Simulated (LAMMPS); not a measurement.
Pressure dependence of Cu (fcc) at 810 K, from the crystal.

All values are model results, not measurements: MD with a machine-learned potential, pair style snap, file Cu_Zuo_JPCA2020.snap (LAMMPS).

```csv
P (GPa),state,volume,coordination number
0,crystal; no diffusion seen in 15 ps,12.388 ± 0.003 Å³/atom,12.0 (counted to 3.18 Å)
2,crystal; no diffusion seen in 15 ps,12.206 ± 0.001 Å³/atom,12.0 (counted to 3.18 Å)
5,crystal; no diffusion seen in 15 ps,11.957 ± 0.002 Å³/atom,12.0 (counted to 3.14 Å)
```

Caution (rows 2; 5): a run this short can hold a crystal over, or a liquid under, the potential's own melting point, which these runs don't give.

Estimate the isothermal bulk modulus at zero pressure. A parabola P(ln V) through the three points gives −dP/d ln V = 130 GPa at zero pressure.

States go by the mean squared displacement: a species diffuses where it passes 1.5 Å², still rises and gives D over 1e-6 cm²/s; a crystal has left its structure where atoms lie 0.35 Å off their sites on average or a cubic box changes its shape by 3 %, or the axial ratios of another lie 8 % off the starting cell's, which the potential's own relaxation can also do.

The ± values are statistical; the model's systematic error is not in them.
